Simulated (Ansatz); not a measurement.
Start from GaAs in the rock salt structure (space group Fm-3m, No. 225; a = 5.316 Å; a hypothetical phase, not in the database extracts checked; relaxed with 0.1 eV smearing). Axes: x, y, z lie along the cube axes.

Computed with Ansatz (a quantum-chemistry and plane-wave program), PBE-D3(BJ), PAW, cutoff 420 eV, no spin-orbit coupling.

A first run, uniaxial strain ε_zz = −1.32 %, gives secant values C11 ≈ 170 GPa and C12 ≈ 39 GPa from its stress. A second run applies isotropic strain +1.37 %.

Q: What does linear elasticity predict for the bulk modulus −ΔP/(ΔV/V₀) in the second run, and what does the run give?

A: Linear elasticity: (C11 + 2 C12)/3 = 83 GPa. The run gives 70 GPa; any difference comes from nonlinear terms at these strains and numerical noise.

Stability against distortions was not tested. The final runs are not spin-polarised.
